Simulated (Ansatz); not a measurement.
Results of LDA in Ansatz (plane waves, PAW) for CaTiO3 (Pnma, No. 62).

Numerical settings: plane-wave cutoff 520 eV, 6×6×6 k mesh, Fermi–Dirac smearing 0.01 eV, no spin polarisation, scalar-relativistic PAW data made under PBE.

Shape and atoms are relaxed at each volume.

Pressure at four volumes; x = ln(V/10.680 Å³). One pressure is withheld.

| V (Å³/atom) | x | P (GPa) |
|---|---|---|
| 10.253 | -0.0408 | ? |
| 10.467 | -0.0201 | 4.25 |
| 10.680 | 0.0000 | 0.00 |
| 11.107 | 0.0392 | -7.29 |

Task: Pass a parabola P(x) through the three rows shown, estimate the bulk modulus and its pressure derivative near zero pressure, and predict the withheld pressure.

Result: Slopes between the rows: (0.00 − (4.25))/(0.0000 − (-0.0201)) = -211.44 and (-7.29 − (0.00))/(0.0392 − (0.0000)) = -185.97 GPa. Their difference over the span 0.0593 is c = 25.47/0.0593 = 429.5 GPa, so P(x) = 4.25 + (-211.44)(x − (-0.0201)) + 429.5 (x − (-0.0201))(x − (0.0000)). At the middle row B = −dP/dx = −[-211.44 + 429.5 × 0.0201] = 202.8 GPa, and B′ = dB/dP = 2c/B = 4.2. At x = -0.0408 the parabola gives 8.99 GPa; the run gives 8.98 GPa. The Birch–Murnaghan fit to the energies at all volumes has B0 = 202 GPa and B′ = 4.2.

Note: the relaxation could not lower the start's symmetry, so the cell can be a saddle point above a distorted one.

Ansatz is a program for electronic structure.
